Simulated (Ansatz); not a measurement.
System: GeSb2Te4 (model structure, started from the GeSb2Te4 type, R-3m, No. 166, 7 atoms in the cell). Method: PBEsol in Ansatz (PAW).

Numerical settings: plane-wave cutoff 520 eV, 10×10×10 k mesh, Fermi–Dirac smearing 0.01 eV, scalar-relativistic PAW data made under PBE.

Cell (relaxed at this level):

```
CELL_PARAMETERS angstrom
      2.12131     1.22474    13.40364
     -2.12131     1.22474    13.40364
      0.00000    -2.44947    13.40364
ATOMIC_POSITIONS crystal
  Ge 0.00000 0.00000 0.00000
  Sb 0.42405 0.42405 0.42405
  Sb 0.57595 0.57595 0.57595
  Te 0.13335 0.13335 0.13335
  Te 0.86665 0.86665 0.86665
  Te 0.29205 0.29205 0.29205
  Te 0.70795 0.70795 0.70795
```

### Question
Predict the band gap, direct gap at Γ and bulk modulus.

### Answer

- band gap = 0.13 eV (on the SCF k mesh)
- direct gap at Γ = 0.74 eV
- bulk modulus = 39.3 GPa

Note: the bulk modulus is −V dP/dV from two relaxed cells at ±2 % in volume; the relaxation could raise the start's symmetry but not lower it, so the cell can be a saddle point.

Spin–orbit coupling is not included; it can close the smallest gap of 0.13 eV.

The computed numbers hold no vibrational or temperature effects.

A model structure was made by putting elements into a prototype or built by hand; it is no filed structure, need not be a known phase, and can be a saddle point held by its symmetry.

Ansatz is a program for electronic structure.
